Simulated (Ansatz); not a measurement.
Take BeSe in the zinc blende structure (space group F-43m, No. 216) as the base.

```
BeSe
1.0
    0.00000     2.54081     2.54081
    2.54081     0.00000     2.54081
    2.54081     2.54081     0.00000
Be Se
1 1
Cartesian
  0.00000   0.00000   0.00000
  1.27041   1.27041   1.27041
```

Cartesian axes are those of the cell as printed.

Computed with plane-wave PAW DFT at the LDA level (Ansatz, a first-principles code, 420 eV), spin-orbit coupling left out.

Modification: the cell is scaled by 0.9700 in all directions; the atoms relax in the strained cell.

Question: Predict the stress tensor and what it implies for the stiffness.

Answer: Stress of the strained cell less that of the base (GPa, compression positive):
```
   9.15    0.00    0.00
   0.00    9.15    0.00
   0.00    0.00    9.15
```

Then B = −ΔP/(ΔV/V₀) with ΔV/V₀ = -0.0873 gives secant stiffness values (nonlinear terms included at this strain): B ≈ 105 GPa.

As a check, the harmonic strain energy −½ V₀ Δσ:ε is 42 meV/atom; the computed energy rise is 38 meV/atom.

Stability against distortions was not tested.
